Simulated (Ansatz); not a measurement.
System: Zr2AlC (P6₃/mmc, No. 194, 8 atoms in the cell; start mp-3886). Method: r²SCAN in Ansatz (plane waves, PAW).

Numerical settings: plane-wave cutoff 560 eV, 18×18×4 k mesh (along the axes of the cell as run), Fermi–Dirac smearing 0.05 eV, scalar-relativistic PAW data made under PBE.

Cell (relaxed at this level):

```cif
data_C2Al2Zr4
_chemical_formula_sum 'Zr4 Al2 C2'
_space_group_name_H-M_alt 'P63/mmc'
_space_group_IT_number 194
_space_group_name_Hall '-P 6c 2c'
_cell_length_a 3.31868
_cell_length_b 3.31868
_cell_length_c 14.58701
_cell_angle_alpha 90.000
_cell_angle_beta 90.000
_cell_angle_gamma 120.000
loop_
_atom_site_label
_atom_site_type_symbol
_atom_site_symmetry_multiplicity
_atom_site_Wyckoff_symbol
_atom_site_fract_x
_atom_site_fract_y
_atom_site_fract_z
_atom_site_occupancy
Zr1 Zr 4 f 0.33333 0.66667 0.08671 1
Al1 Al 2 d 0.66667 0.33333 0.25000 1
C1 C 2 a 0.00000 0.00000 0.00000 1
```

Predict the bulk modulus.


bulk modulus: 131 GPa

The run finds no gap.

Note: the bulk modulus is −V dP/dV from two relaxed cells at ±2 % in volume; the relaxation could not lower the start's symmetry, so the cell can be a saddle point above a distorted one.

The computed numbers hold no vibrational or temperature effects.

A start named mp-… is a Materials Project structure, which need not be a measured phase.

Ansatz is a program for electronic structure.
